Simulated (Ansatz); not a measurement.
Relaxation of the outer planes of the (211) surface of fcc Ir in its 1x1 cell, outermost plane spacing 0.79 Å in the ideal cut.

All values below come from PBE (plane waves to 420 eV, PAW; Ansatz, a quantum-chemistry and plane-wave program).

Model: 14-atom slab, 10.3 Å thick at the start (thin: gaps and levels are the slab's own), 14x6x1 mesh, Fermi-Dirac 0.1 eV, dipole correction, all atoms relaxed; symmetry of the start imposed; no spin, no spin-orbit, no U.

```tsv
plane	atoms	bulk spacing to the next (Å)	relaxed spacing (Å)	change (%)	rumpling (Å)
1	Ir	0.790	…	…	0.00
2	Ir	0.790	0.671	-15.1	0.00
```

Q: What belongs in the gaps?

A: 
- 1, relaxed spacing (Å): 0.717
- 1, change (%): -9.3
